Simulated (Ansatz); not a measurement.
Start from Pt in the fcc (Cu type) structure (space group Fm-3m, No. 225; a = 3.918 Å).

Modification: hydrostatic tension (pressure −1 GPa).

Levels (all Ansatz, a quantum-chemistry and plane-wave program, PAW): PBEsol (420 eV, no spin-orbit coupling); r2SCAN (500 eV, no spin-orbit coupling).

The geometry is relaxed with PBEsol.

| Quantity | Value |
|---|---|
| PBEsol pressure | -1.0 GPa |

### Question
Predict the pressure from r2SCAN.

### Answer
The pressure rises by 4.7 GPa, from -1.0 GPa to 3.7 GPa.

Single points use the geometry relaxed with PBEsol. Their cutoffs differ, which shifts pressures a little. Load acts through the strain it causes; cell and atoms are relaxed under it. Whether these cells are dynamically stable was not tested. All final runs are without spin polarisation.
